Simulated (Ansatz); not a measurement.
Functionals compared on a constructed model of the (110) surface of bcc Nb, a pseudomorphic layer of Zn in the host's stacking (bottom of the slab: a bare face, its two planes held), in Ansatz (plane waves, PAW). The structure was relaxed with PBE; the other rows are single points on it. Cutoff 420 eV (500 eV for r2SCAN).

Model: 7-atom slab, 14.2 Å thick at the start, 14x14x1 mesh, Fermi-Dirac 0.1 eV, dipole correction, 2 atoms held, the rest relaxed; start symmetry kept, larger cells not searched; no spin, no spin-orbit, no U. It is one candidate, not shown to be the stable structure of the face. These notes are the PBE run's.

| functional | work function of the top face (eV) | rough cost of the single point |
|---|---|---|
| PBE | 4.35 | – |
| RPBE | 4.20 | about 50 core-seconds (a rough figure) |
| r2SCAN | 4.42 | around 90 core-seconds (rough) |

Ansatz is a quantum-chemistry and plane-wave program.
